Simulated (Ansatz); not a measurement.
The parent structure is CsSnI3 in the cubic perovskite structure (space group Pm-3m, No. 221; a = 6.224 Å).

Perturbation: cell and atoms relaxed at a pressure of 0.7 GPa.

Computed with r2SCAN (Ansatz, a quantum-chemistry and plane-wave program, PAW, spin-orbit coupling left out).

Base, band edges from the VBM (valence, conduction): M -0.85, 0.89; R 0.00, 0.46; X -1.72, 1.20; Γ -2.43, 2.55 eV.

Problem. Give the band edges at the high-symmetry points of the new zone, measured from its valence-band maximum.

Solution. 
| point | valence edge (eV) | conduction edge (eV) |
|---|---|---|
| Γ | -2.69 | 2.35 |
| X | -1.87 | 1.04 |
| M | -0.92 | 0.73 |
| R | 0.00 | 0.28 |

The gap is 0.28 eV, direct at R.

With I present, leaving out spin-orbit coupling can change the band edges. Load acts through the strain it causes; cell and atoms are relaxed under it. No phonon test of stability was made. Many cubic perovskites are stable only at high temperature; tilts and polar distortions were not tested. The zero or small gap of CsSnI3 under pressure 0.7 GPa can change with the level of theory.
